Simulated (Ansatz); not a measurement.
**Hypothetical P6_3/mmc HgI2: Hg → Sn**

Take HgI2 in the 2H-MoS2 type structure (space group P6_3/mmc, No. 194; a = 4.155 Å, c = 14.393 Å; a hypothetical phase, not in the database extracts checked) as the base.

The change: Sn takes the place of Hg on all its sites; the structure is relaxed again.

Level of theory: plane-wave PAW DFT at the r2SCAN+rVV10 level (Ansatz, an electronic-structure program, 500 eV), no SOC. Γ-centred 9×9×3 mesh, Fermi–Dirac width 0.05 eV.

```csv
quantity,base,changed,shift
volume per atom,35.86 Å³,40.17 Å³,+4.31 Å³
density,7.01 g/cm³,5.13 g/cm³,-1.88 g/cm³
lattice parameter a,4.155 Å,4.313 Å,+0.1585 Å
c/a ratio,3.464,3.468,+0.004
space group,P6_3/mmc (No. 194),P6_3/mmc (No. 194),–
shortest interatomic distance,3.064 Å,3.213 Å,+0.1480 Å
band gap (an upper bound: an edge found on the path is not a true extremum; the changed cell),0.66 eV,1.51 eV,+0.85 eV
```

Final structure:

```xyz
6
Lattice="4.3131 0.0000 0.0000 -2.1566 3.7353 0.0000 0.0000 0.0000 14.9597" Properties=species:S:1:pos:R:3 pbc="T T T"
Sn     0.0000     2.4902     3.7399
Sn     2.1566     1.2451    11.2198
I      0.0000     2.4902     9.1902
I      2.1566     1.2451     1.7103
I      2.1566     1.2451     5.7695
I      0.0000     2.4902    13.2494
```

Spin-orbit coupling, missing from the scalar runs, can matter with Hg and I. No phonon test of stability was made. As relaxed here, SnI2 is a hypothetical phase, not in the database extracts checked.
